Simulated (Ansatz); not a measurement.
Response to strain in C

Base system: C in the diamond structure (space group Fd-3m, No. 227; a = 3.5538 Å). Axes: x, y, z lie along the cube axes.

Strains are applied to the cell and any free atomic positions relax; under stress the whole cell relaxes.

Computed with PBEsol (Ansatz, a quantum-chemistry and plane-wave program, PAW, no spin-orbit coupling).

Candidates:
(a) uniaxial strain ε_yy = +5.58 %
(b) strain tensor (xx, yy, zz, yz, xz, xy) = (−1.72, +0.06, +0.36, −0.31, +1.67, −0.98) %
(c) strain tensor (xx, yy, zz, yz, xz, xy) = (+1.41, −1.82, −0.11, −0.09, +0.87, −0.05) %
(d) uniaxial stress, 8 GPa tension along x
(e) uniaxial stress, 8 GPa compression along x

For the base:

The band gap is 4.03 eV.

Q: Order them by band gap, highest first.

A: (d) uniaxial stress, 8 GPa tension along x (3.91 eV), (e) uniaxial stress, 8 GPa compression along x (3.82 eV), (b) strain tensor (xx, yy, zz, yz, xz, xy) = (−1.72, +0.06, +0.36, −0.31, +1.67, −0.98) % (3.53 eV), (c) strain tensor (xx, yy, zz, yz, xz, xy) = (+1.41, −1.82, −0.11, −0.09, +0.87, −0.05) % (3.37 eV), (a) uniaxial strain ε_yy = +5.58 % (3.24 eV)

Stability under load was not tested beyond the relaxation.
